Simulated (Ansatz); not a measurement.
The starting structures come from a database of crystals and need not be the phases stable at ambient conditions.

 Where the default PAW files enter, the runs use the earlier of Ansatz's two default sets.

The decay constant κ of evanescent states in the gap governs leakage through a thin film.

```
CELL_PARAMETERS angstrom
      4.28044     0.00000     0.00000
      0.00000     7.11711     0.00000
      2.14022    -0.63770     7.10201
ATOMIC_POSITIONS crystal
  K  0.36826 0.62790 0.26348
  K  0.63174 0.37210 0.73652
  Sb 0.68621 0.87106 0.62758
  Sb 0.31379 0.12894 0.37242
  Sb 0.94570 0.18136 0.10860
  Sb 0.05430 0.81864 0.89140
```

Space group of this cell: C2/m. The cell is taken as given.

Transport runs along the normal of the first two printed cell vectors.

The gap is the functional's own, uncorrected, and κ follows it; spin-orbit coupling is left out. Mid-gap values are interpolated between the computed energies.

State the band gap and the smallest decay constant κ at mid-gap according to r2SCAN in Ansatz (a first-principles code).

Gap 0.50 eV on a 8×4×8 mesh; κ = 0.111 1/Å, at the zone centre.
